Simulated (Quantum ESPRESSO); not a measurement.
A self-consistent single point of CrO2 (P4_2/mnm, 6 atoms in the cell) with Quantum ESPRESSO.

Method of the run: PBE, PSlibrary PAW (PBE) pseudopotentials (plane waves; Quantum ESPRESSO).

The change in words: lattice scaled by 0.98. Reference geometry:
```
CrO2
1.0
    4.34305     0.00000     0.00000
    0.00000     4.34305     0.00000
    0.00000     0.00000     2.87018
Cr O
2 4
Direct
  0.00000   0.00000   0.50000
  0.50000   0.50000   0.00000
  0.19726   0.19726   0.00000
  0.80274   0.80274   0.00000
  0.30274   0.69726   0.50000
  0.69726   0.30274   0.50000
```
Moments meant for the start (each program seeds them in its own way; μB, in the order of the atoms Cr Cr O O O O): 3.0 3.0 0.0 0.0 0.0 0.0.

Reference input (self-consistent single point, DFT, PBE, plane waves, PSlibrary PAW (PBE) pseudopotentials): ecutwfc = 55 Ry; ecutrho = 495 Ry; occupations = smearing; smearing = fd; degauss = 0.0099958 Ry; nspin = 2; potentials = {Cr: Cr.pbe-spn-kjpaw_psl.1.0.0.UPF, O: O.pbe-n-kjpaw_psl.0.1.UPF}; K_POINTS = automatic 5 5 7 0 0 0; conv_thr = 1e-10 Ry; mixing_beta = 0.2. This run's input differs from it in these lines:

```diff
@@ -10,4 +10,4 @@
    ibrav = 6
-   celldm(1) = 8.207178825
-   celldm(3) = 0.66086751897
+   celldm(1) = 8.043035324
+   celldm(3) = 0.66086742818
    nat = 6
```

Output (repeated stretches shortened):

```
     Self-consistent Calculation

     iteration #  1     ecut=    55.00 Ry     beta= 0.20

     total energy              =    -662.97993212 Ry
     estimated scf accuracy    <       2.43015448 Ry

     total magnetization       =     4.00 Bohr mag/cell
     absolute magnetization    =     4.23 Bohr mag/cell

     iteration #  2     ecut=    55.00 Ry     beta= 0.20

     total energy              =    -663.19962525 Ry
     estimated scf accuracy    <       0.22453450 Ry

     total magnetization       =     4.00 Bohr mag/cell
     absolute magnetization    =     4.41 Bohr mag/cell

     iteration #  3     ecut=    55.00 Ry     beta= 0.20

   [... lines left out ...]
     estimated scf accuracy    <          2.2E-10 Ry

     total magnetization       =     3.98 Bohr mag/cell
     absolute magnetization    =     4.25 Bohr mag/cell

     iteration # 28     ecut=    55.00 Ry     beta= 0.20

     Magnetic moment per site  (integrated on atomic sphere of radius R)
     atom   1 (R=0.177)  charge= 10.3986  magn=  1.6112
     atom   2 (R=0.177)  charge= 10.3986  magn=  1.6112
     atom   3 (R=0.177)  charge=  5.1500  magn= -0.0207
     atom   4 (R=0.177)  charge=  5.1500  magn= -0.0207
     atom   5 (R=0.177)  charge=  5.1500  magn= -0.0207
     atom   6 (R=0.177)  charge=  5.1500  magn= -0.0207
     End of self-consistent calculation

     the Fermi energy is    13.1149 ev

!    total energy              =    -663.31722033 Ry
     estimated scf accuracy    <          3.2E-11 Ry
     smearing contrib. (-TS)   =      -0.00807489 Ry
     internal energy E=F+TS    =    -663.30914544 Ry

     total magnetization       =     3.98 Bohr mag/cell
     absolute magnetization    =     4.25 Bohr mag/cell

     convergence has been achieved in  28 iterations

     Forces acting on atoms (cartesian axes, Ry/au):

     atom    1 type  1   force =     0.00000000    0.00000000    0.00000000
     atom    2 type  1   force =     0.00000000    0.00000000    0.00000000
     atom    3 type  2   force =     0.00827608    0.00827608    0.00000000
     atom    4 type  2   force =    -0.00827608   -0.00827608    0.00000000
   [... lines left out ...]

     Total force =     0.023408     Total SCF correction =     0.000000

          total   stress  (Ry/bohr**3)                   (kbar)     P=      395.55
   0.00258445   0.00000000   0.00000000          380.19        0.00        0.00
   0.00000000   0.00258445   0.00000000            0.00      380.19        0.00
   0.00000000   0.00000000   0.00289777            0.00        0.00      426.28

   JOB DONE.
```

The run converged in 28 iterations. Against the reference run the free energy goes up by 95.8 meV/atom, the pressure goes from 17.52 to 39.55 GPa, the largest force goes from 0.093 to 0.301 eV/Å and the size of the net moment moves little (0.67 to 0.66 μB/atom).

The starting cell comes from a database of computed structures (which also holds hypothetical and non-ambient phases and stackings), without a prior relaxation at this level. Its lattice was rescaled by a random factor within 2.5 % of one. For this run, on top of that: lattice scaled by 0.98. The magnetic order is the one reached from the typed start; others were not searched systematically. With a pressure of about 40 GPa the cell is away from its equilibrium volume at this level.

Cost on one core of a shared machine: roughly 2 min.
